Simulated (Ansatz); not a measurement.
Cubic perovskite CsPbCl3 (cubic high-temperature phase) was calculated with LDA (PAW; Ansatz, a first-principles code).

Numerical settings: plane-wave cutoff 500 eV, 6×6×6 k mesh, gaussian smearing 0.02 eV, scalar-relativistic PAW data made under PBE.

Computed at the level's own relaxed cell.

**Question.** What does this level give for the volume per atom, lattice constant a and band gap?

**Answer.** 
* **volume per atom**: 33.66 Å³/atom
* **lattice constant a**: 5.521 Å
* **band gap**: 1.53 eV (on the SCF k mesh)

Note: the relaxation could not lower the start's symmetry, so the cell can be a saddle point above a distorted one.

Spin–orbit coupling is not included; with these elements it can move the gap by several tenths of an eV or more.

Computed values are for the static lattice.
